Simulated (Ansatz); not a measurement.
# Co3Al (Pm-3m, No. 221, 4 atoms in the cell; start mp-1018101)

Computed with LDA in Ansatz (plane waves, PAW).

Run with plane-wave cutoff 520 eV, 16×16×16 k mesh, Fermi–Dirac smearing 0.05 eV, spin-polarised start, scalar-relativistic PAW data made under PBE.

Cell (relaxed at this level):

AlCo$_{3}$ is modelled in the cubic space group Pm-3m (No. 221), the Cu3Au type structure, Pearson symbol cP4. Conventional cell: a = 3.4609 Å, b = 3.4609 Å, c = 3.4609 Å, α = 90.00°, β = 90.00°, γ = 90.00°. Al on 1a has 12 Co at 2.447 Å (cuboctahedral). Co on 3c is coordinated by 8 Co at 2.447 Å and 4 Al at 2.447 Å (cuboctahedral). (Neighbours: up to the widest gap in distance over summed covalent radii, below 1.35, at either atom.)

```json
{
 "band_gap": "zero (no gap)",
 "bulk modulus B0": "237 GPa"
}
```

Note: the magnetic order was assumed, not searched for or taken from measurement; the relaxation could not lower the start's symmetry, so the cell can be a saddle point above a distorted one; the bulk modulus is −V dP/dV from two relaxed cells at ±2 % in volume.

Static lattice: no zero-point or thermal effects.

Computing time: very roughly 5 core-minutes.

A start named mp-… is a Materials Project structure, which need not be a measured phase.

Ansatz is an electronic-structure program.
